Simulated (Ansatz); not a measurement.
The starting structures come from a database of crystals and need not be the phases stable at ambient conditions.

The decay constant κ of evanescent states in the gap governs leakage through a thin film.

Input:

```
MgTe
1.0
    4.57074     0.00000     0.00000
    0.00000     4.57074     0.00000
    2.28537     2.28537     3.23200
Mg Te
1 1
Direct
  0.00000   0.00000   0.00000
  0.25000   0.75000   0.50000
```

Space group of this cell: F-43m, zinc blende. The cell is taken as given.

Transport runs along the normal of the first two printed cell vectors, the (001) plane of the conventional cell.

The gap is the functional's own, uncorrected, and κ follows it; spin-orbit coupling is left out. Mid-gap values are interpolated between the computed energies.

**Question.** Predict the band gap and the smallest decay constant κ at mid-gap from PBEsol (Ansatz, a quantum-chemistry and plane-wave program).

**Answer.** Gap 2.30 eV on a 10×10×10 mesh; κ = 0.161 1/Å, at the zone centre.
